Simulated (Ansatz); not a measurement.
**Ag2O under a change: biaxial strain +0.60 %, plane normal [001], relaxed out of plane**

Consider Ag2O (space group Pn-3m, No. 224; a = 4.7067 Å). Axes: x, y, z lie along the cube axes.

Perturbation: tensile biaxial strain of 0.60 % in the plane normal to [001], as in epitaxy on a mismatched substrate; the out-of-plane cell vector and the atoms relax.

All numbers come from PBEsol (Ansatz, an electronic-structure program; PAW; 420 eV plane waves; without spin-orbit coupling). Γ-centred 7×7×7 mesh, Fermi–Dirac width 0.05 eV.

| quantity | base | changed | shift |
|---|---|---|---|
| volume per atom | 17.38 Å³ | 17.38 Å³ | 0.00 Å³ |
| space group | Pn-3m (No. 224) | P4_2/nnm (No. 134) | – |
| shortest interatomic distance | 2.038 Å | 2.038 Å | 0.000 Å |
| energy relative to the base (free energy F) | 0 meV/atom | 0.0 meV/atom | 0.0 meV/atom |
| pressure (mean of the normal stresses, compression positive) | 0.0 GPa | 0.0 GPa | 0.0 GPa |
| band gap | zero | zero | – |
| out-of-plane strain (rough) | – | -1.18 % | – |

Without a gap, meshes like the base's 7×7×7 leave anisotropic stresses uncertain by several tenths of a GPa, and small strain energies with them. Stability against distortions was not tested. No Hubbard U is applied, and correlation can decide whether such a compound is a metal. The final runs are not spin-polarised. Gaps under 0.05 eV, about the width of the smearing, are given as zero. A zero or small gap of Ag2O can be the functional's error rather than a property of the material.
